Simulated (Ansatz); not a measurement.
**How the bulk modulus of Ag (Im-3m, No. 229; start mp-2646971; another form than the element's usual one) moves with the method**

No measured value is used here.

Q: Put these levels in order of the bulk modulus that they give for Ag (Im-3m, No. 229; start mp-2646971; another form than the element's usual one), smallest first: LDA (Ansatz, a program for electronic structure), PBEsol (Ansatz), r²SCAN (Ansatz).

A: r²SCAN (99.7 GPa), PBEsol (115 GPa), LDA (135 GPa)

Unless a cell is named, each level is at its own relaxed cell (LDA 16.11, PBEsol 16.77, r²SCAN 17.44 Å³/atom).

PBEsol, LDA, r²SCAN: the bulk modulus is −V dP/dV from two relaxed cells at ±2 % in volume. PBEsol, LDA, r²SCAN: the relaxation could not lower the start's symmetry, so the cell can be a saddle point above a distorted one. Each level is taken at its own relaxed cell. Cutoffs differ between the levels. Ansatz's density-functional and Hartree–Fock values are scalar-relativistic unless marked +SOC, with PAW data made under PBE.

A start named mp-… is a Materials Project structure, which can be a computed phase never made.
